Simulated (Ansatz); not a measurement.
# La2Ti2O7 (Cmc2₁, No. 36, 22 atoms in the cell; start mp-8154)

All values below come from r²SCAN (Ansatz, a quantum-chemistry and plane-wave program, PAW).

Numerical settings: plane-wave cutoff 560 eV, 10×10×6 k mesh (along the axes of the cell as run), Fermi–Dirac smearing 0.01 eV, no spin polarisation, scalar-relativistic PAW data made under PBE.

Cell (relaxed with PBEsol):

Space group Cmc2₁ (No. 36); a = 3.892 Å, b = 25.425 Å, c = 5.530 Å, α = 90.00°, β = 90.00°, γ = 90.00°

| atom | site | symmetry | x | y | z |
|---|---|---|---|---|---|
| La | 4a | m.. | 0.0000 | 0.2971 | 0.1609 |
| La | 4a | m.. | 0.0000 | 0.5527 | 0.2448 |
| Ti | 4a | m.. | 0.0000 | 0.1628 | 0.2034 |
| Ti | 4a | m.. | 0.0000 | 0.0603 | 0.7402 |
| O | 4a | m.. | 0.0000 | 0.2198 | 0.4193 |
| O | 4a | m.. | 0.0000 | 0.1170 | 0.5503 |
| O | 4a | m.. | 0.0000 | 0.6535 | 0.2450 |
| O | 4a | m.. | 0.0000 | 0.4508 | 0.2686 |
| O | 4a | m.. | 0.0000 | 0.0110 | 0.4748 |
| O | 4a | m.. | 0.0000 | 0.0921 | 0.0603 |
| O | 4a | m.. | 0.0000 | 0.2030 | 0.9367 |
(The calculation used a cell of 22 atoms; values per cell refer to that cell.)

band gap: 3.25 eV
smallest direct gap on the k points sampled: 3.40 eV

Note: cell and atoms aren't relaxed at this level (largest force component 0.17 eV/Å, pressure 3.4 GPa).

Spin–orbit coupling is not included.

The computed numbers hold no vibrational or temperature effects.

A start named mp-… is a Materials Project structure, which need not be a measured phase.
